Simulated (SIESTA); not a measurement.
Band structure of AlInAg2Se4 (I-4, 8 atoms in the cell).

```yaml
crystal:
  lattice:
    - [-3.05922, 3.05922, 5.80238]
    - [3.05922, -3.05922, 5.80238]
    - [3.05922, 3.05922, -5.80238]
  atoms:
    - { symbol: Al, position: [0.25000, 0.75000, 0.50000] }
    - { symbol: In, position: [0.00000, 0.00000, 0.00000] }
    - { symbol: Ag, position: [0.75000, 0.25000, 0.50000] }
    - { symbol: Ag, position: [0.50000, 0.50000, 0.00000] }
    - { symbol: Se, position: [0.60177, 0.63750, 0.50415] }
    - { symbol: Se, position: [0.36250, 0.86665, 0.96427] }
    - { symbol: Se, position: [0.13335, 0.09762, 0.49585] }
    - { symbol: Se, position: [0.90238, 0.39823, 0.03573] }
```

Computed with LDA PW92, numerical atomic orbitals DZP, PseudoDojo LDA standard norm-conserving potentials (rewritten from UPF to PSML) run with SIESTA 5.4.2.

Settings: XC.functional = LDA; XC.authors = PW92; potentials = PseudoDojo LDA standard; PAO.BasisSize = DZP; PAO.EnergyShift = 0.01 Ry; MeshCutoff = 400 Ry; kgrid.MonkhorstPack = 3 3 3; OccupationFunction = FD; ElectronicTemperature = 580.23 K; MaxSCFIterations = 150; SCF.Mixer.Method = Broyden; SCF.Mixer.Weight = 0.2; SCF.Mixer.History = 6; SCF.DM.Tolerance = 1.0E-05.

The starting cell comes from a database of computed structures (which also holds hypothetical and non-ambient phases and stackings), without a prior relaxation at this level. Values carry the incompleteness of an atom-centred basis.

Q: Predict the gap along the standard path and the places of the band edges.

A: The gap along the path is 0.36 eV, direct at Γ to within 0.01 eV.

Levels in eV from the top of the valence band on the path, bands 56 to 60:
```
point     56     57     58     59    60
-----  -----  -----  -----  -----  ----
Γ      -1.59  -0.15  -0.15   0.00  0.36
X      -0.78  -0.62  -0.32  -0.30  1.42
Y      -0.80  -0.68  -0.52  -0.41  1.63
S      -1.32  -1.17  -0.64  -0.18  2.12
Z      -1.15  -1.15  -0.71  -0.71  2.14
S1     -1.32  -1.17  -0.64  -0.18  2.12
N      -1.34  -1.10  -0.82  -0.21  2.06
P      -0.72  -0.72  -0.60  -0.38  1.76
Y1     -0.80  -0.68  -0.52  -0.41  1.63
```

Higher empty bands are left out: an atom-centred basis made for the valence describes them poorly.
